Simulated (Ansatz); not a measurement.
**BaSi2 (P4₃32, No. 212, 12 atoms in the cell; start mp-7275; a measured phase of this formula has another space group)**

Method: PBE0 (Ansatz, a quantum-chemistry and plane-wave program, plane waves, PAW).

Numerical settings: plane-wave cutoff 460 eV, 4×4×4 k mesh, Fermi–Dirac smearing 0.01 eV, scalar-relativistic PAW data made under PBE.

Cell (relaxed with PBEsol):

```cif
data_Ba4Si8
_chemical_formula_sum 'Ba4 Si8'
_space_group_name_H-M_alt 'P 1'
_space_group_IT_number 1
_cell_length_a 6.66302
_cell_length_b 6.66302
_cell_length_c 6.66302
_cell_angle_alpha 90.000
_cell_angle_beta 90.000
_cell_angle_gamma 90.000
loop_
_space_group_symop_operation_xyz
  'x, y, z'
loop_
_atom_site_label
_atom_site_type_symbol
_atom_site_fract_x
_atom_site_fract_y
_atom_site_fract_z
_atom_site_occupancy
Ba1 Ba 0.62500 0.37500 0.87500 1
Ba2 Ba 0.37500 0.87500 0.62500 1
Ba3 Ba 0.87500 0.62500 0.37500 1
Ba4 Ba 0.12500 0.12500 0.12500 1
Si1 Si 0.83090 0.83090 0.83090 1
Si2 Si 0.91910 0.08090 0.58090 1
Si3 Si 0.66910 0.16910 0.33090 1
Si4 Si 0.58090 0.91910 0.08090 1
Si5 Si 0.33090 0.66910 0.16910 1
Si6 Si 0.41910 0.41910 0.41910 1
Si7 Si 0.16910 0.33090 0.66910 1
Si8 Si 0.08090 0.58090 0.91910 1
```

For BaSi2 (P4₃32, No. 212, 12 atoms in the cell; start mp-7275; a measured phase of this formula has another space group), the band gap is 0.94 eV (on the SCF k mesh). The direct gap at Γ comes out as 2.24 eV.

Note: cell and atoms aren't relaxed at this level (pressure 1.3 GPa).

Spin–orbit coupling is not included.

A start named mp-… is a Materials Project structure, which need not be a measured phase.
